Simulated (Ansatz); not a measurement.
The reference is PbTe in the rock salt structure (space group Fm-3m, No. 225; a = 6.534 Å).

Level of theory: plane-wave PAW DFT at the r2SCAN level (Ansatz, a quantum-chemistry and plane-wave program, 500 eV), without spin-orbit coupling.

Strains are applied to the cell and any free atomic positions relax.

One change was made to it. Results:

```tsv
quantity	base	after
pressure	0.00 GPa	4.72 GPa
band gap	1.09 eV	0.87 eV
hole mass	0.57 mₑ along k, 0.088 mₑ across (at L)	0.44 mₑ along k, 0.061 mₑ across (at L)
electron mass	0.34 mₑ along k, 0.12 mₑ across (at L)	0.29 mₑ along k, 0.11 mₑ across (at L)
```

Problem. What was done to the base?
A) isotropic strain −3.00 %
B) isotropic strain −0.50 %
C) isotropic strain −1.00 %
D) isotropic strain −2.50 %
E) isotropic strain −1.50 %

Solution. A, isotropic strain −3.00 %. For comparison, the band gap in the other runs: isotropic strain −1.50 % gives 0.99 eV; isotropic strain −1.00 % gives 1.02 eV; isotropic strain −0.50 % gives 1.06 eV; isotropic strain −2.50 % gives 0.91 eV.

Spin-orbit coupling, missing from the scalar runs, can matter with Pb and Te. Effective masses come from finite differences of ±0.01 Å⁻¹. Along k means along the line from Γ to the band edge. Stability against distortions was not tested.
